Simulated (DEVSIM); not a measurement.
Device: TaN/SiON/n-Ge capacitor, at 300 K.

| layer (left to right) | material | thickness (nm) | Nd (cm⁻³) |
|---|---|---|---|
| 1 | SiON | 2.90 | - |
| 2 | Ge | 3200 | 3.5e15 |

Metal gate on the left, work function 4.4 eV. Fixed charge at the semiconductor interface 2.4e10 cm⁻² (in units of +e); no interface traps.

The device is made up for the run: typed textbook-type constants, with dimensions and the other settings drawn at random. Values at 300 K.

| parameter | SiON | Ge |
|---|---|---|
| gap (eV) | 7 | 0.664 |
| affinity (eV) | 1.4 | 4 |
| permittivity | 5.5 | 16 |
| Nc (cm⁻³) | - | 1.04e19 |
| Nv (cm⁻³) | - | 6e18 |

Model (solved in DEVSIM): 1D Poisson equation in equilibrium, Boltzmann statistics, complete ionisation; no quantum confinement or tunnelling. Metal contacts follow the ideal Schottky-Mott rule: no Fermi-level pinning, no interface dipoles.

Q: Tabulate band edges, carrier densities and field at -0.05 V on the gate.

A: Energies count from the Fermi level of the right contact; mesh points crowd at the junctions.

| x (μm) | Ec (eV) | Ev (eV) | n (cm⁻³) | p (cm⁻³) | field (V/cm) |
|---|---|---|---|---|---|
| 0.000 | 3.050 | -3.950 | < 1e2 | < 1e2 | -46000 |
| 0.0008919 | 3.046 | -3.954 | < 1e2 | < 1e2 | -46000 |
| 0.001921 | 3.041 | -3.959 | < 1e2 | < 1e2 | -46000 |
| 0.002823 | 3.037 | -3.963 | < 1e2 | < 1e2 | -46000 |
| 0.004637 | 0.435 | -0.229 | 5.2e11 | 8.4e14 | -13000 |
| 0.007844 | 0.431 | -0.233 | 6.1e11 | 7.2e14 | -13000 |
| 0.01417 | 0.423 | -0.241 | 8.3e11 | 5.3e14 | -12000 |
| 0.03495 | 0.398 | -0.266 | 2.2e12 | 2.0e14 | -11000 |
| 0.06939 | 0.361 | -0.303 | 9.1e12 | 4.8e13 | -10000 |
| 0.1443 | 0.296 | -0.368 | 1.1e14 | 4.0e12 | -7100 |
| 0.2921 | 0.229 | -0.435 | 1.5e15 | 2.9e11 | -2400 |
| 0.7772 | 0.207 | -0.457 | 3.5e15 | 1.3e11 | ≈ 0 |
| 1.581 | 0.207 | -0.457 | 3.5e15 | 1.2e11 | ≈ 0 |
| 2.418 | 0.207 | -0.457 | 3.5e15 | 1.2e11 | ≈ 0 |
| 2.900 | 0.207 | -0.457 | 3.5e15 | 1.2e11 | ≈ 0 |
| 3.060 | 0.207 | -0.457 | 3.5e15 | 1.2e11 | ≈ 0 |
| 3.133 | 0.207 | -0.457 | 3.5e15 | 1.2e11 | ≈ 0 |
| 3.170 | 0.207 | -0.457 | 3.5e15 | 1.2e11 | ≈ 0 |
| 3.191 | 0.207 | -0.457 | 3.5e15 | 1.2e11 | ≈ 0 |
| 3.198 | 0.207 | -0.457 | 3.5e15 | 1.2e11 | ≈ 0 |
| 3.201 | 0.207 | -0.457 | 3.5e15 | 1.2e11 | ≈ 0 |
| 3.203 | 0.207 | -0.457 | 3.5e15 | 1.2e11 | ≈ 0 |
